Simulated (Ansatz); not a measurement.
An Ansatz (an electronic-structure program) input (DFT with r2SCAN, PAW potentials and a 500 eV plane-wave cutoff in Ansatz, without spin-orbit coupling):

Ansatz 0.2 input:
```yaml
crystal:
  lattice:
    - [2.956368117, 0, 0]
    - [1.4781840585, 2.5602898922, 0]
    - [0, 0, 2.8140924574]
  atoms:
    - { symbol: W, position: [0, 0, 0] }
    - { symbol: C, position: [0.3333333333, 0.3333333333, 0.5] }
basis: { ecutwfc: 500, ecutrho_ratio: 4, xc_grid: 4, fft_grid_basis: typed }
kpoints: { mp_grid: { grid: [23, 23, 20] } }
hamiltonian:
  xc: r2scan
  dispersion: none
  pseudopotentials: { kind: paw }
scf: { occupations: { method: fermi_dirac, width: 0.1 } }
relax: { f_tol: 0.005, max_steps: 50, cell: { stress_tol: 0.01, fix: [a, b, gamma] } }
output: { forces: true, stress: true }
checkpoint: { write: state.ck, write_every: 1000 }
```

Question: Which symmetry and how many k-points will the program report, and about how many plane waves at Γ?

Answer: Space group P-6m2 (ITA 187) with 12 operations, k-points 616 of 10580, and 539 plane waves at Γ.

Question: And the final pressure?

Answer: -8.57 GPa (compression positive).

The cells carry an imposed strain or load. Whether these cells are dynamically stable was not tested. The final runs are not spin-polarised. The cell was made from WC (space group P-6m2, No. 187) by this change: biaxial strain +1.50 %, plane normal [001], relaxed out of plane.
